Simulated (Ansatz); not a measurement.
**Ca: alloy series**

Start from Ca in the simple cubic structure (space group Pm-3m, No. 221; a cell from a computed database, its experimental status unchecked).

Space group Pm-3m (No. 221); a = b = c = 3.4596 Å, α = β = γ = 90.00°

```
atom  site  symmetry       x       y       z
----  ----  --------  ------  ------  ------
Ca      1a      m-3m  0.0000  0.0000  0.0000
```

The other end (x = 1) is Sr in the simple cubic structure (space group Pm-3m, No. 221; a hypothetical phase, not in the database extracts checked): 52.90 Å³/atom, gap zero; this end may not be an ambient phase.

Sr replaces a fraction x of Ca; each row is one arrangement (x, atoms in the cell, starting space group or random), fully relaxed.

The values are results of PBEsol (Ansatz, an electronic-structure program, PAW, scalar-relativistic without spin-orbit coupling), not measurements.

Notes on the quantities. mixing energy: to 0.01 eV only: unlike meshes or grids; against an end that may be hypothetical; deviation of the volume from the linear: Vegard-type) interpolation.

```tsv
case	mixing energy	deviation of the volume from the linear	shortest interatomic distance
base	–	–	3.460 Å
x(Sr) = 0.25, 4 atoms, I4/mmm	+0.01 eV/atom	+0.4 %	3.458 Å
x(Sr) = 0.25, 4 atoms, P4/mmm	+0.02 eV/atom	-0.5 %	3.474 Å
x(Sr) = 0.667, 3 atoms, Cmmm	-0.15 eV/atom	-2.0 %	3.644 Å
```

Each cell is one ordered arrangement of few atoms, which overstates ordering effects compared with a random alloy. No phonon test of stability was made. Under x(Sr) = 0.667, 3 atoms, Cmmm the cell changed shape so far that it is another structure. This is not the structure that Ca has at room temperature and ambient pressure.
